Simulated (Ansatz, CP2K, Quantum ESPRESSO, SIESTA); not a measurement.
One structure in several programs: CdCo₂N₂ (C2/m, 5 atoms in the cell)

Self-consistent single point.

```xyz
5
Lattice="2.6551 -1.5321 0.0000 2.6551 1.5321 0.0000 -1.9131 0.0000 8.2997" Properties=species:S:1:pos:R:3 pbc="T T T"
Cd     1.6986     0.0000     4.1499
Co     1.7714     0.0000     0.8568
Co     1.6258     0.0000     7.4429
N     -0.1441     0.0000     7.0346
N      3.5412     0.0000     1.2651
```

Shared settings, as Ansatz (a program for electronic structure) writes them: kpoints.mp_grid.grid = 10 10 3; scf.occupations.method = fermi_dirac; scf.occupations.width = 0.1 eV. Potentials and cutoffs stand in the table.

| code | model | pressure (GPa) | largest force (eV/Å) | cutoff |
|---|---|---|---|---|
| SIESTA | LDA PW92, numerical atomic orbitals DZP, PseudoDojo LDA standard norm-conserving potentials (rewritten from UPF to PSML) | -11.76 | 0.278 | grid 400 Ry |
| CP2K | LDA (Pade form), GPW, DZVP-MOLOPT-SR-GTH basis, GTH-PADE potentials (GTH_POTENTIALS) | -10.86 | 0.630 | grid 600 Ry |
| Ansatz | LDA (PW92), PAW files made with PBE | -12.19 | 0.675 | default |
| Quantum ESPRESSO | LDA (PZ), GBRV 1.5 ultrasoft (LDA) pseudopotentials | -12.29 | 0.659 | 50 Ry |

Size of the force on each atom (eV/Å): Sizes of forces hide their directions.

```json
[
 {"code": "SIESTA", "Cd1": "0.000", "Co2": "0.278", "Co3": "0.278", "N4": "0.260", "N5": "0.260"},
 {"code": "CP2K", "Cd1": "0.000", "Co2": "0.150", "Co3": "0.150", "N4": "0.630", "N5": "0.630"},
 {"code": "Ansatz", "Cd1": "0.000", "Co2": "0.142", "Co3": "0.142", "N4": "0.675", "N5": "0.675"},
 {"code": "Quantum ESPRESSO", "Cd1": "0.000", "Co2": "0.136", "Co3": "0.136", "N4": "0.659", "N5": "0.659"}
]
```

On Ansatz's run: spin polarisation is off, so a magnetic state, if there is one, cannot be reached.

The spread over the programs that give each value: pressure within 1.43 GPa; largest force within 0.397 eV/Å.

SIESTA and CP2K use small atom-centred bases, whose incompleteness enters pressures, forces and empty levels differently from a plane-wave cutoff. Ansatz's pressure is given at a fixed set of plane waves, as the other plane-wave codes print theirs; with its correction for the finite basis it is -11.92 GPa (the shift of 0.28 GPa shows how far the cutoff is from converged). The same LDA comes in different parametrisations, which differ slightly. In the pressure, CP2K (by 1.38) lies more than 1 GPa from the median of the plane-wave programs. In the force vectors, SIESTA (by 0.407) lies more than 0.08 eV/Å from the median of the plane-wave programs.

The starting cell comes from a database of computed structures (which also holds hypothetical and non-ambient phases and stackings), without a prior relaxation at this level.

Keys are those of Ansatz 0.2.
